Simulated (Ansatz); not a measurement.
Response to strain in Hf

Start from Hf in the hcp (Mg type) structure (space group P6_3/mmc, No. 194; relaxed with 0.1 eV smearing).

```yaml
crystal:
  lattice:
    - [3.20400, 0.00000, 0.00000]
    - [-1.60200, 2.77474, 0.00000]
    - [0.00000, 0.00000, 5.07257]
  atoms:
    - { symbol: Hf, position: [0.66667, 0.33333, 0.75000] }
    - { symbol: Hf, position: [0.33333, 0.66667, 0.25000] }
```

Cartesian axes are those of the cell as printed.

Strains are applied to the cell and any free atomic positions relax.

Calculations: Ansatz (an electronic-structure program), PBE, PAW, cutoff 420 eV, no SOC.

Notes on the quantities. energy relative to the base: free energy F; pressure: mean of the normal stresses, compression positive.

```
case                            energy relative to the base  pressure  shortest interatomic distance
------------------------------  ---------------------------  --------  -----------------------------
base                                             0 meV/atom   0.0 GPa                        3.139 Å
uniaxial strain ε_zz = −3.00 %                 +13 meV/atom   3.6 GPa                        3.078 Å
uniaxial strain ε_zz = −1.50 %                +3.2 meV/atom   1.7 GPa                        3.109 Å
uniaxial strain ε_zz = −1.00 %                +1.4 meV/atom   1.1 GPa                        3.119 Å
uniaxial strain ε_zz = −0.50 %                +0.3 meV/atom   0.6 GPa                        3.129 Å
uniaxial strain ε_zz = +0.50 %                +0.3 meV/atom  -0.5 GPa                        3.149 Å
uniaxial strain ε_zz = +1.00 %                +1.3 meV/atom  -1.1 GPa                        3.160 Å
uniaxial strain ε_zz = +1.50 %                +3.0 meV/atom  -1.6 GPa                        3.170 Å
uniaxial strain ε_zz = +2.50 %                +8.1 meV/atom  -2.6 GPa                        3.191 Å
uniaxial strain ε_zz = +3.00 %                 +12 meV/atom  -3.0 GPa                        3.201 Å
```

Whether these cells are dynamically stable was not tested. The final runs are not spin-polarised.
